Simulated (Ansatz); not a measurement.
# CdTe under a change: biaxial strain −2.08 %, plane normal [111], relaxed out of plane

Base system: CdTe in the zinc blende structure (space group F-43m, No. 216; a = 6.558 Å). Axes: x, y, z lie along the cube axes.

The change: compressive biaxial strain of 2.08 % in the plane normal to [111], as in epitaxy on a mismatched substrate; the out-of-plane cell vector and the atoms relax.

Level of theory: r2SCAN (Ansatz, a quantum-chemistry and plane-wave program, PAW, no spin-orbit coupling). k-mesh 9×9×9 (Γ-centred); smearing 0.05 eV (Fermi–Dirac).

* **Volume per atom**: 34.38 Å³ (base 35.25 Å³)
* **Space group**: R3m (No. 160) (base F-43m (No. 216))
* **Shortest interatomic distance**: 2.814 Å (base 2.840 Å)
* **Energy relative to the base (free energy F)**: +7.0 meV/atom
* **Pressure (mean of the normal stresses, compression positive)**: 10.4 kbar (base 0.0 kbar)
* **Band gap**: 1.15 eV (base 1.17 eV)
* **Gap character**: direct at Γ (base direct at Γ)
* **Electron mass**: 0.087 mₑ out of plane, 0.097 mₑ in plane (at Γ) (base 0.090 mₑ (at Γ))
* **Valence-band top at Γ (three highest levels, from the VBM)**: 0.00, 0.00, -0.23 eV (base 0.00, 0.00, 0.00 eV)
* **Valley order (the lowest conduction-band minima on the path, energy above the VBM, named in the base's zone)**: Γ 1.15 eV; L along [1-11] 2.06 eV; L along [111] 2.44 eV (base Γ 1.17 eV; L along ⟨111⟩ 2.20 eV)
* **Out-of-plane strain**: +1.71 %
* **Ratio −ε⊥/ε∥**: 0.82

Final structure (turned so that z lies along the plane normal):

```xyz
2
Lattice="4.5406 0.0000 0.0000 2.2703 3.9323 0.0000 2.2703 -1.3108 3.8509" Properties=species:S:1:pos:R:3 pbc="T T T"
Cd     0.0000     0.0000     0.0297
Te     4.5406     0.0000     2.8585
```

Spin-orbit coupling, missing from the scalar runs, can matter with Te. Masses are band curvatures over ±0.01 Å⁻¹ around the edge. Whether these cells are dynamically stable was not tested. k-point labels follow each cell's own Brillouin zone.
